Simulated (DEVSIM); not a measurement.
Device: abrupt Si p-n junction, at 300 K.

Layer 1 from the left is Si, thickness (μm) 0.730, Na (cm⁻³) 1.3e18, τn (s) 2.4e-5, τp (s) 2.4e-5. Layer 2 from the left is Si, thickness (μm) 41.0, Nd (cm⁻³) 1.1e17, τn (s) 2.4e-5, τp (s) 2.4e-5.

Left contact: ohmic. Right contact: ohmic. Voltage is applied to the left contact. Recombination: SRH at mid-gap, radiative, Auger. Mobility is constant in doping.

This is a model device: material constants are rounded textbook-type values typed into the input, and sizes, dopings and lifetimes were drawn at random. Values at 300 K.

Si: gap (eV) 1.124, affinity (eV) 4.05, permittivity 11.7, Nc (cm⁻³) 2.86e19, Nv (cm⁻³) 3.1e19, μn (cm²/Vs) 1417, μp (cm²/Vs) 470, B (cm³/s) 4.7e-15, Cn (cm⁶/s) 2.8e-31, Cp (cm⁶/s) 9.9e-32.

Estimate by hand the built-in potential, the peak field at zero bias, and compare with a numerical solution.


- Built-in potential: ni = √(Nc Nv) exp(−Eg/2kT) = 1.08e10 cm⁻³ with Eg = 1.124 eV; Vbi = kT/q ln(Na Nd/ni²) = 0.898 V; numerical 0.898 V.
- Peak field at zero bias: depletion approximation: W = √(2εVbi/(qN)) = 0.107 μm with N = 1.01e17 cm⁻³; field = 2Vbi/W = 168000 V/cm; numerical 164000 V/cm (estimate above by 2.4 %).

DEVSIM, 1D drift-diffusion, Boltzmann statistics, complete ionisation; no tunnelling, impact ionisation, image-force lowering or self-heating.
